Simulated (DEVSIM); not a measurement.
**Schottky contact on p-type InP**

Structure: Schottky contact on p-type InP, at 300 K.

```tsv
layer (left to right)	material	thickness (μm)	Na (cm⁻³)	τn (s)	τp (s)
1	InP	7.70	1.5e15	5.5e-9	5.5e-9
2	InP	22.0	1.8e18	5.5e-9	5.5e-9
```

Left contact: Schottky, work function 4.834 eV, emission velocity 5.4e6 cm/s. Right contact: ohmic. Voltage is applied to the left contact. Recombination: SRH at mid-gap, Auger. Mobility is μmin + (μ − μmin)/(1 + (N/Nref)^α).

The device is made up for the run: typed textbook-type constants, with dimensions and the other settings drawn at random. Values at 300 K.

```csv
parameter,InP
gap (eV),1.344
affinity (eV),4.38
permittivity,12.5
Nc (cm⁻³),5.7e17
Nv (cm⁻³),1.1e19
μn (cm²/Vs),5200
μp (cm²/Vs),170
"μn,min",400
"μp,min",10
"Nref,n",3e17
"Nref,p",4.9e17
αn,0.47
αp,0.62
Cn (cm⁶/s),9e-31
Cp (cm⁶/s),9e-31
```

Simulated with DEVSIM: 1D drift-diffusion, Boltzmann statistics, complete ionisation; no tunnelling, impact ionisation, image-force lowering or self-heating. Metal contacts follow the ideal Schottky-Mott rule: no Fermi-level pinning, no interface dipoles.

```yaml
potential_step_across_the_device_at_zero_bias: 0.843 V
Dark forward voltage at 1 A/cm²: 0.543 V
```

Dark reverse current:

```csv
V (V),J (A/cm²)
0.40,9.1e-9
1.00,1.5e-8
2.00,2.2e-8
3.00,2.7e-8
4.00,3.2e-8
6.00,4.0e-8
8.00,4.7e-8
10.00,5.3e-8
13.00,6.2e-8
16.00,6.9e-8
20.00,7.8e-8
```

Small-signal capacitance in reverse bias (quasi-static):

| V (V) | C (nF/cm²) |
|---|---|
| 0.4 | 11.3 |
| 1 | 9.02 |
| 2 | 7.11 |
| 3 | 6.05 |
| 4 | 5.36 |
| 6 | 4.48 |
| 8 | 3.93 |
| 10 | 3.54 |
| 13 | 3.12 |
| 16 | 2.83 |
| 20 | 2.54 |
